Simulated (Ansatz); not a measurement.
The reference is TiS (space group P-6m2, No. 187; a cell from a computed database, its experimental status unchecked; relaxed with 0.1 eV smearing).

```
CELL_PARAMETERS angstrom
      3.22219     0.00000     0.00000
     -1.61109     2.79050     0.00000
      0.00000     0.00000     3.18366
ATOMIC_POSITIONS crystal
  Ti 0.66667 0.33333 0.00000
  S  0.00000 0.00000 0.50000
```

Method: Ansatz (a first-principles code), PBEsol, PAW, cutoff 420 eV, without spin-orbit coupling.

Before the change:

The pressure is 0.0 GPa and the band gap is zero.

The change: every lattice vector is shortened by 3.00 %; the atoms relax in the strained cell.

What happens to the pressure, energy relative to the base and band gap?

The pressure (mean of the normal stresses, compression positive) goes from zero to 17.7 GPa; the energy increases by 64 meV/atom; the band gap stays zero.

Stability against distortions was not tested. All final runs are without spin polarisation. The zero or small gap of TiS can change with the level of theory.
